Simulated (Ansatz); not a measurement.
For rock-salt LaTe, PBEsol in Ansatz (plane waves, PAW) gives:

```
Quantity              Result
------------------  --------
lattice constant a   6.391 Å
bulk modulus        61.7 GPa
```

Task: What does r²SCAN+SOC (Ansatz, a quantum-chemistry and plane-wave program, PAW) give for the same quantities?

Result: 
- lattice constant a: 6.494 Å (rises by 1.6 %)
- bulk modulus: 57.6 GPa (shrinks by 6.6 %)

Changes are worked out from the printed values.

Unless a cell is named, each level is at its own relaxed cell (PBEsol 32.62, r²SCAN+SOC 34.23 Å³/atom).

Ansatz's density-functional and Hartree–Fock values are scalar-relativistic unless marked +SOC, with PAW data made under PBE.
